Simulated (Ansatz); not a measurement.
## NaI: Na on a I site (antisite), symmetric start

The reference is a 16-atom supercell of NaI in the rock salt structure (space group Fm-3m, No. 225; a = 6.4601 Å) at its relaxed geometry.

Modification: one I atom is replaced by Na, atoms relaxed at fixed cell.

Method: Ansatz (an electronic-structure program) r2SCAN, no SOC. Γ-centred 4×4×4 mesh, Fermi–Dirac width 0.01 eV.

```json
{
  "pressure": "0.6 GPa (base 0.0 GPa)",
  "energy_gained_by_relaxation": "0.05 eV",
  "mean_distance_from_the_defect_site_to_its_nearest_host_atoms": "3.31 Å (base 3.23 Å)"
}
```

The magnetic state is the one reached from the starting moments; the real material's order can differ, and small cells can't hold many antiferromagnetic ones. In so small a cell the defect repeats every few ångströms: this is an ordered compound, not a dilute defect. The defect started on the symmetric site and kept its symmetry, so it may sit on a saddle. Starting moments died away, wholly or in part, for Na on a I site (antisite); another magnetic solution may exist. The defect cell is spin-polarised and ends with 0.0 μB.
